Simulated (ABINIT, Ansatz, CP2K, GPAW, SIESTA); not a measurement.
One structure in several programs: Ba (Im-3m, 1 atom in the cell)

Self-consistent single point.

```xyz
1
Lattice="-2.5150 2.5150 2.5150 2.5150 -2.5150 2.5150 2.5150 2.5150 -2.5150" Properties=species:S:1:pos:R:3 pbc="T T T"
Ba     0.0000     0.0000     0.0000
```

Shared settings, as Ansatz (a program for electronic structure) writes them: kpoints.mp_grid.grid = 12 12 12; scf.occupations.method = gaussian; scf.occupations.width = 0.1 eV. Potentials and cutoffs stand in the table.

| code | model | pressure (GPa) | cutoff |
|---|---|---|---|
| Ansatz | LDA (PW92), default PAW files made with PBE | -1.35 | default |
| ABINIT | LDA (PW92), norm-conserving pseudopotentials (PseudoDojo nc-sr-04 LDA standard) | -1.36 | 56 Ry |
| SIESTA | LDA PW92, numerical atomic orbitals TZP, PseudoDojo LDA standard norm-conserving potentials (rewritten from UPF to PSML) | 3.86 | grid 300 Ry |
| CP2K | LDA (Pade form), GPW, DZVP-MOLOPT-PBE-GTH basis, GTH-PBE potentials (POTENTIAL_UZH) | -0.93 | grid 500 Ry |
| GPAW | LDA (Perdew-Wang 92), GPAW PAW datasets LDA (gpaw-data 1.0.1) | -1.31 | 550 eV |

The spread over the programs that give each value: pressure within 5.22 GPa.

SIESTA and CP2K use small atom-centred bases, whose incompleteness enters pressures, forces and empty levels differently from a plane-wave cutoff. Ansatz's pressure is given at a fixed set of plane waves, as the other plane-wave codes print theirs. In the pressure, SIESTA (by 5.21) lies more than 1 GPa from the median of the plane-wave programs.

The starting cell has typed, rounded lattice constants, without a prior relaxation at this level. Its lattice was rescaled by a random factor within 2.5 % of one.

Left out of this page: Elk and FLEUR (not drawn, or without a comparable value).

Keys are those of Ansatz 0.2.
